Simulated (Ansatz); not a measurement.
# Lattice constant a of TiO2 (I4₁/amd, No. 141, 6 atoms in the cell; start mp-34688; metastable phase) at several levels of theory

No measured value is used here.

Problem. Put these levels in order of the lattice constant a that they give for TiO2 (I4₁/amd, No. 141, 6 atoms in the cell; start mp-34688; metastable phase), smallest first: LDA (Ansatz, an electronic-structure program), PBE (Ansatz), PBE-D3(BJ) (Ansatz).

Solution. LDA (3.740 Å), PBE-D3(BJ) (3.787 Å), PBE (3.799 Å)

PBE-D3(BJ), PBE: the relaxation could not lower the start's symmetry, so the cell can be a saddle point above a distorted one. Ansatz's density-functional and Hartree–Fock values are scalar-relativistic unless marked +SOC, with PAW data made under PBE.

A start named mp-… is a Materials Project structure, which need not be a measured phase.
